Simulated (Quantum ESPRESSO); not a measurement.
## Equation of state of rock-salt ZrC (space group 225): energy against volume (Quantum ESPRESSO, PBEsol)

```xyz
2
Lattice="0.0000 2.2818 2.2818 2.2818 0.0000 2.2818 2.2818 2.2818 0.0000" Properties=species:S:1:pos:R:3 pbc="T T T"
Zr     0.0000     0.0000     0.0000
C      2.2818     2.2818     2.2818
```

Method of the run: PBEsol, GBRV 1.5 ultrasoft (PBESOL) pseudopotentials (plane waves; Quantum ESPRESSO). Settings: ecutwfc = 52 Ry; ecutrho = 416 Ry; occupations = smearing; smearing = fd; degauss = 0.0036749 Ry; potentials = {Zr: zr_pbesol_v1.uspp.F.UPF, C: c_pbesol_v1.2.uspp.F.UPF}; K_POINTS = automatic 22 22 22 0 0 0; conv_thr = 1e-10 Ry; mixing_beta = 0.7. The cell above is the first row's. The rows scale it uniformly. In all rows fractional positions and the k mesh are held. E is the free energy at the stated smearing, counted from the lowest row.

```csv
V (Å^3/atom),E (meV/atom)
11.880,?
12.138,20.87
12.396,6.05
12.655,0.00
12.913,1.87
13.171,10.90
13.430,26.38
13.688,47.69
13.946,74.27
```

Taking the third-order Birch-Murnaghan form, a cubic in V^(-2/3) for E over the 8 complete rows: With u = V^(-2/3) - 0.181, the rows have u = 0.008337, 0.005701, 0.003144, 0.000683, -0.001697, -0.004010, -0.006241, -0.008403. Least squares gives E = 3.732 - 3149.95·u + 624168·u² + 17432·u³. Residuals (row less fit): 0.006, -0.014, 0.001, -0.002, 0.025, -0.019, -0.008, 0.007; standard error 0.018 (degrees of freedom: 4). Its minimum lies at u = 0.002523, so V0 = (0.183523)^(-3/2) = 12.72. There d²E/du² = 1249000 and d³E/du³ = 104600, so B0 = (4/9) × 12.72^(-7/3) × 1249000 × 0.160218 = 235 GPa (the last factor turns the table's units into GPa), and B0' = 4 + (2/3) × 0.183523 × (104600)/1249000 = 4.0. The program's pressures in the fitted runs (not shown) pass through zero at V = 12.72, 0.00 % from this V0.

### Question
Predict the withheld E at V = 11.880 from the fit, and compare with the calculation.

### Answer
u = 0.011068, so E = 3.732 - 3149.95 × 0.011068 + 624168 × 0.011068² + 17432 × 0.011068³ = 45.353 meV/atom. The calculation gives 45.41 meV/atom, 0.057 meV/atom above the prediction (0.1 % of the range of E in the table). The row lies outside the fitted rows, so this is an extrapolation. From the scatter of the fitted rows alone, a prediction at this place has a standard error of 0.054 meV/atom, so the miss is 1.1 times that.

Carrying the step between the two nearest rows on in a straight line would have given 35.69, off by 9.72; series whose last step already gives the withheld value aren't shown. The scan was laid around a cell of about the measured size, scaled by a guess for this functional. The runs keep the symmetry of the cell, so they don't test it for distortions. Cutoffs and mesh are single choices, not tested for convergence of this quantity. Series with a scatter that would blur these digits, or in which a gap closes, are not shown. Nor are scans whose minimum lies at an end fitted in this form.
